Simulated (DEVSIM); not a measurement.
Device: abrupt Si p-n junction, at 400 K.

| layer (left to right) | material | thickness (μm) | Nd (cm⁻³) | Na (cm⁻³) | τn (s) | τp (s) |
|---|---|---|---|---|---|---|
| 1 | Si | 6.20 | - | 1.4e18 | 0.00036 | 0.00036 |
| 2 | Si | 59.0 | 1.3e14 | - | 0.00036 | 0.00036 |

Left contact: ohmic. Right contact: ohmic. Voltage is applied to the left contact. Recombination: SRH at mid-gap, radiative, Auger. Mobility is μmin + (μ − μmin)/(1 + (N/Nref)^α).

This is a model device: material constants are rounded textbook-type values typed into the input, and sizes, dopings and lifetimes were drawn at random. Values at 300 K; Nc and Nv go as T^1.5, mobilities as T to minus their exponent, the gap by Varshni's rule with the affinity fixed.

```
parameter               Si
----------------  --------
gap (eV)             1.124
affinity (eV)         4.05
permittivity          11.7
Nc (cm⁻³)          2.86e19
Nv (cm⁻³)           3.1e19
μn (cm²/Vs)           1417
μp (cm²/Vs)            470
μn,min                  52
μp,min                  45
Nref,n              9.7e16
Nref,p              2.2e17
αn                    0.68
αp                    0.72
T exponent of μn       2.3
T exponent of μp       2.2
B (cm³/s)          4.7e-15
Cn (cm⁶/s)         2.8e-31
Cp (cm⁶/s)         9.9e-32
Varshni α (eV/K)  0.000473
Varshni β (K)          636
```

Simulated with DEVSIM: 1D drift-diffusion, Boltzmann statistics, complete ionisation; no tunnelling, impact ionisation, image-force lowering or self-heating.

The doping Na of layer 1 was swept, all else fixed.

```json
[
 {"doping Na of layer 1 (cm^-3)": "4.2e16", "largest field in the device at zero bias (V/cm)": "13000", "dark forward voltage at 100 A/cm² (V)": "1.422", "potential step across the device at zero bias (V)": "0.415", "dark forward voltage at 1 A/cm² (V)": "0.412"},
 {"doping Na of layer 1 (cm^-3)": "1.4e17", "largest field in the device at zero bias (V/cm)": "24000", "dark forward voltage at 100 A/cm² (V)": "1.070", "potential step across the device at zero bias (V)": "0.457", "dark forward voltage at 1 A/cm² (V)": "0.415"},
 {"doping Na of layer 1 (cm^-3)": "4.2e17", "largest field in the device at zero bias (V/cm)": "41000", "dark forward voltage at 100 A/cm² (V)": "0.867", "potential step across the device at zero bias (V)": "0.494", "dark forward voltage at 1 A/cm² (V)": "0.417"},
 {"doping Na of layer 1 (cm^-3)": "1.4e18", "largest field in the device at zero bias (V/cm)": "74000", "dark forward voltage at 100 A/cm² (V)": "0.770", "potential step across the device at zero bias (V)": "0.536", "dark forward voltage at 1 A/cm² (V)": "0.417"},
 {"doping Na of layer 1 (cm^-3)": "4.2e18", "largest field in the device at zero bias (V/cm)": "130000", "dark forward voltage at 100 A/cm² (V)": "0.741", "potential step across the device at zero bias (V)": "0.574", "dark forward voltage at 1 A/cm² (V)": "0.417"},
 {"doping Na of layer 1 (cm^-3)": "1.4e19", "largest field in the device at zero bias (V/cm)": "240000", "dark forward voltage at 100 A/cm² (V)": "0.734", "potential step across the device at zero bias (V)": "0.615", "dark forward voltage at 1 A/cm² (V)": "0.417"}
]
```

From the first row to the last the largest field in the device at zero bias goes from 13000 to 240000. From the first row to the last the dark forward voltage at 100 A/cm² goes from 1.422 to 0.734.
